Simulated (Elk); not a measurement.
**Worked example: self-consistent single point of TiNbC2 (R-3m, 4 atoms in the cell) in Elk**

Level of theory: PBEsol, all-electron FP-LAPW, Elk's shipped species files, default APW+lo basis (Elk).

This input was run:

```
tasks
  0

xctype
  22

rgkmax
  7.0

rmtscf
  0.9

stype
  0

swidth
  0.00183747

scale
  10.21900401

avec
    0.2894447260    0.1671109905    0.9424943859
   -0.2894447260    0.1671109905    0.9424943859
    0.0000000000   -0.3342219810    0.9424943859

atoms
  3   : nspecies
  'Ti.in'   : spfname
  1   : natoms; atposl, bfcmt below
  0.5000000000  0.5000000000  0.5000000000    0.0 0.0 0.0
  'Nb.in'   : spfname
  1   : natoms; atposl, bfcmt below
  0.0000000000  0.0000000000  0.0000000000    0.0 0.0 0.0
  'C.in'   : spfname
  2   : natoms; atposl, bfcmt below
  0.7524260000  0.7524260000  0.7524260000    0.0 0.0 0.0
  0.2475740000  0.2475740000  0.2475740000    0.0 0.0 0.0

ngridk
  8 8 8
```

The program printed (abridged):

```
│ Elk code version 10.2.4 │

All units are atomic (Hartree, Bohr, etc.)

│ Ground-state run starting from atomic densities │

Lattice vectors :
   2.957836816       1.707707882       9.631353909
  -2.957836816       1.707707882       9.631353909
   0.000000000      -3.415415764       9.631353909

Unit cell volume      :    291.8948180
Brillouin zone volume :   0.8497931382

Muffin-tin inner radius fraction :   0.1000000000E-01

Nuclei treated as point charges

Species :    1 (Ti)
 parameters loaded from : Ti.in
 name : titanium
 nuclear charge    :   -22.00000000
 electronic charge :    22.00000000
 atomic mass :    87256.20310
 muffin-tin radius :    2.160000000
 number of radial points in muffin-tin :    497
 atomic positions (lattice), magnetic fields (Cartesian) :
   1 :   0.00000000  0.00000000  0.00000000    0.00000000  0.00000000  0.00000000

Species :    2 (Nb)
 parameters loaded from : Nb.in
 name : niobium
 nuclear charge    :   -41.00000000
 electronic charge :    41.00000000
 atomic mass :    169357.9703
 muffin-tin radius :    2.340000000
 number of radial points in muffin-tin :    597
 atomic positions (lattice), magnetic fields (Cartesian) :
   1 :   0.50000000  0.50000000  0.50000000    0.00000000  0.00000000  0.00000000

Species :    3 (C)
 parameters loaded from : C.in
 name : carbon
 nuclear charge    :   -6.000000000
 electronic charge :    6.000000000
 atomic mass :    21894.16672
 muffin-tin radius :    1.620000000
 number of radial points in muffin-tin :    297
 atomic positions (lattice), magnetic fields (Cartesian) :
   1 :   0.25242600  0.25242600  0.25242600    0.00000000  0.00000000  0.00000000
   2 :  -0.25242600 -0.25242600 -0.25242600    0.00000000  0.00000000  0.00000000

Total number of atoms per unit cell :    4

Spin treatment :
 spin-unpolarised

Number of Bravais lattice symmetries :   12
Number of crystal symmetries         :   12
Crystal has inversion symmetry
   [... lines left out ...]
Maximum (1/2)|G+k|²                   :    6.543410185
Maximum |G| for potential and density :    12.00000000
 potential will be trimmed for |G| > 2 gkmax
Constant for pseudocharge density :    7
Radial integration step length :    4

G-vector grid sizes :     40    40    40
Number of G-vectors :     8563

Maximum angular momentum used for
 APW functions                      :    8
 outer part of muffin-tin           :    6
 inner part of muffin-tin           :    1

Total nuclear charge    :   -75.00000000
Total core charge       :    42.00000000
Total valence charge    :    33.00000000
Total excess charge     :    0.000000000
Total electronic charge :    75.00000000

Effective Wigner radius, rₛ :   0.9757955595

Number of empty states         :   16
Total number of valence states :   33
Total number of core states    :   42

Total number of local-orbitals :   41

Exchange-correlation functional :     22     0     0
 PBEsol, Phys. Rev. Lett. 100, 136406 (2008)
 gradient requirement :    1
 generalised gradient approximation (GGA)

Smearing type :    0
 Gaussian
Smearing width :   0.1837470000E-02
Effective electronic temperature (K) :    580.2271348

Mixing type :    3
 Broyden mixing, J. Phys. A: Math. Gen. 17, L317 (1984)

Kohn-Sham potential initialised from atomic data
│ Self-consistent loop started │
│ Loop number : 1 │
 total energy                :     -4732.54568121
│ Loop number : 2 │
 total energy                :     -4733.13856812
RMS change in Kohn-Sham potential (target) :    2.648746713     (  0.1000000000E-05)
Absolute change in total energy (target)   :   0.5928869117     (  0.1000000000E-03)
│ Loop number : 3 │
 total energy                :     -4732.92500729
RMS change in Kohn-Sham potential (target) :    2.613514221     (  0.1000000000E-05)
Absolute change in total energy (target)   :   0.6533910223E-01 (  0.1000000000E-03)
│ Loop number : 4 │
 total energy                :     -4740.98288688
RMS change in Kohn-Sham potential (target) :    1.352542181     (  0.1000000000E-05)
Absolute change in total energy (target)   :    8.041544811     (  0.1000000000E-03)
│ Loop number : 5 │
 total energy                :     -4744.20030389
RMS change in Kohn-Sham potential (target) :   0.5403399451     (  0.1000000000E-05)
Absolute change in total energy (target)   :    5.227803213     (  0.1000000000E-03)
   [... lines left out ...]
Absolute change in total energy (target)   :   0.3583739390E-03 (  0.1000000000E-03)
│ Loop number : 15 │
 total energy                :     -4747.34870973
RMS change in Kohn-Sham potential (target) :   0.1665828480E-04 (  0.1000000000E-05)
Absolute change in total energy (target)   :   0.5564180774E-03 (  0.1000000000E-03)
│ Loop number : 16 │
 total energy                :     -4747.34868996
RMS change in Kohn-Sham potential (target) :   0.4889036304E-05 (  0.1000000000E-05)
Absolute change in total energy (target)   :   0.1588768855E-03 (  0.1000000000E-03)
│ Loop number : 17 │
 total energy                :     -4747.34876764
RMS change in Kohn-Sham potential (target) :   0.2268982297E-05 (  0.1000000000E-05)
Absolute change in total energy (target)   :   0.3796139845E-04 (  0.1000000000E-03)
│ Loop number : 18 │
 total energy                :     -4747.34877066
RMS change in Kohn-Sham potential (target) :   0.3859391470E-06 (  0.1000000000E-05)
Absolute change in total energy (target)   :   0.1250758123E-04 (  0.1000000000E-03)
Convergence targets achieved

│ Loop number : 19 │

Energies :
 Fermi                       :     0.445956170645
 sum of eigenvalues          :     -2793.54007979
 electron kinetic            :      4887.72969470
 core electron kinetic       :      4725.13475345
 Coulomb                     :     -9466.33480603
 Coulomb potential           :     -7460.09298519
 nuclear-nuclear             :     -527.693260917
 electron-nuclear            :     -10417.1901050
 Hartree                     :      1478.54855992
 Madelung                    :     -5736.28831343
 xc potential                :     -221.176789297
 exchange                    :     -164.767501276
 correlation                 :     -3.97616362970
 total energy                :     -4747.34877623

Density of states at Fermi energy :    43.62991925
 (states/Hartree/unit cell)

Estimated indirect band gap :   0.1299099714E-02
 from k-point     22 to k-point     47
Estimated direct band gap   :   0.7203107688E-02
 at k-point     64

Charges :
 core                        :    42.00000000
 valence                     :    33.00000000
 interstitial                :    7.032086574
 muffin-tins (core leakage)
  species :    1 (Ti)
   atom    1                 :    19.92840113     (  0.8925724160E-08)
  species :    2 (Nb)
   atom    1                 :    38.55741041     (  0.6701683994E-05)
  species :    3 (C)
   atom    1                 :    4.741050943     (  0.1820975634E-04)
   atom    2                 :    4.741050943     (  0.1820975634E-04)
 total in muffin-tins        :    67.96791343
 total calculated charge     :    75.00363709
 total charge                :    75.00000000
 error                       :   0.3637085502E-02

│ Self-consistent loop stopped │
```

The run converged in 19 iterations. The count includes the last loop, which Elk runs after its targets are met.

The starting cell comes from a database of computed structures (which also holds hypothetical and non-ambient phases and stackings), without a prior relaxation at this level. Spin polarisation is off. Values depend on the basis (sphere radii, cutoffs, local orbitals), which need not be converged. The log's line on a gap gives a spacing of levels on this mesh, which the program prints for metals too.
